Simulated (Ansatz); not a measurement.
Band structure of Hf₂Hg (I4/mmm, 3 atoms in the cell).

```yaml
crystal:
  lattice:
    - [-1.65105, 1.65105, 5.75282]
    - [1.65105, -1.65105, 5.75282]
    - [1.65105, 1.65105, -5.75282]
  atoms:
    - { symbol: Hf, position: [0.66573, 0.66573, 0.00000] }
    - { symbol: Hf, position: [0.33427, 0.33427, 0.00000] }
    - { symbol: Hg, position: [0.00000, 0.00000, 0.00000] }
```

Level of theory: LDA (PW92), default PAW files made with PBE (plane waves; Ansatz, a program for electronic structure).

Settings: kpoints.mp_grid.grid = 10 10 10; hamiltonian.xc = lda; hamiltonian.pseudopotentials = {kind: paw} (the program's default PAW files); scf.occupations.method = gaussian; scf.occupations.width = 0.05 eV; kpoints.band_path.npoints = 8.

The starting cell comes from a database of computed structures (which also holds hypothetical and non-ambient phases and stackings), without a prior relaxation at this level. Its lattice was rescaled by a random factor within 2.5 % of one. Spin-orbit coupling is off.

Levels in eV from the Fermi level, bands 33 to 40:
| point | 33 | 34 | 35 | 36 | 37 | 38 | 39 | 40 |
|---|---|---|---|---|---|---|---|---|
| Γ | -3.94 | -2.30 | -1.98 | 0.86 | 1.72 | 1.72 | 1.89 | 2.57 |
| X | -2.83 | -2.38 | -1.67 | -0.93 | 0.55 | 0.86 | 3.36 | 3.55 |
| Y | -2.81 | -2.31 | -1.88 | -0.97 | 0.50 | 1.17 | 3.30 | 3.53 |
| S | -3.77 | -2.59 | -0.98 | -0.91 | 0.55 | 0.81 | 1.23 | 1.41 |
| Z | -6.29 | -1.75 | -1.43 | 0.54 | 0.95 | 0.95 | 3.07 | 3.55 |
| S1 | -3.77 | -2.59 | -0.98 | -0.91 | 0.55 | 0.81 | 1.23 | 1.41 |
| N | -4.33 | -2.30 | -1.33 | -0.46 | 0.71 | 0.84 | 1.02 | 1.20 |
| P | -2.84 | -2.13 | -2.13 | -0.15 | -0.15 | 1.32 | 2.27 | 4.18 |
| Y1 | -2.81 | -2.31 | -1.88 | -0.97 | 0.50 | 1.17 | 3.30 | 3.53 |

Bands cross the Fermi level along this path, so the cell is metallic at this level.

Keys are those of Ansatz 0.2.
